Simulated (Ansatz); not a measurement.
```
Al2CdS4
1.0
   -2.73993     2.73993     5.03881
    2.73993    -2.73993     5.03881
    2.73993     2.73993    -5.03881
Al Cd S
2 1 4
Cartesian
  0.00000   0.00000   5.03881
  2.73993   0.00000   2.51941
  0.00000   0.00000   0.00000
  4.00590   1.48443   1.38500
 -1.26598   1.25550   6.42382
  1.48443   1.47395  -1.38500
  1.25550   1.26598   3.65381
```

No spin polarisation.

Computed with Ansatz (a program for electronic structure) PBEsol, spin-orbit coupling left out. Γ-centred 9×9×9 mesh, Fermi–Dirac width 0.05 eV.

Question: Predict the gap character, band gap and smallest direct gap.

Answer: The gap character is indirect, k = (0.111, 1/3, -1/3) in the run's primitive reciprocal basis → Γ, the band gap is 2.91 eV and the smallest direct gap is 2.93 eV.

The cells carry an imposed strain or load. Whether these cells are dynamically stable was not tested. The cell was made from Al2CdS4 (space group I-4, No. 82) by this change: isotropic strain −0.75 %.
